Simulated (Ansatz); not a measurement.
Coverage and cell size: S on the 1x1 (0001) surface of hcp Co, ferromagnetic, one adsorbate a cell, in each cell the lowest of the starts that converged. Energies against ⅛ S8(g), without dispersion, zero-point or thermal terms; small cells hold the layer to their symmetry. A negative adsorption energy means that the adsorbate is more stable on the surface than in its reference.

Level of theory: PBE (plane waves to 420 eV, PAW; Ansatz, an electronic-structure program).

```json
[
 {"area an adsorbate, end state": "5 Å², bonded to 3 Co", "atoms": "5", "E_ads (eV)": "0.10", "height (Å)": "1.70", "Δ work function (eV)": "-0.89", "rough cost": "very roughly 2.0 core-minutes"},
 {"area an adsorbate, end state": "11 Å², bonded to 3 Co", "atoms": "9", "E_ads (eV)": "[?]", "height (Å)": "1.66", "Δ work function (eV)": "[?]", "rough cost": "around 7 core-minutes (rough)"},
 {"area an adsorbate, end state": "22 Å², bonded to 3 Co", "atoms": "17", "E_ads (eV)": "-2.07", "height (Å)": "1.60", "Δ work function (eV)": "0.32", "rough cost": "roughly 6 core-minutes"}
]
```

### Question
Complete the blanks.

### Answer

- 11 Å², bonded to 3 Co, E_ads (eV): -1.29
- 11 Å², bonded to 3 Co, Δ work function (eV): -0.06
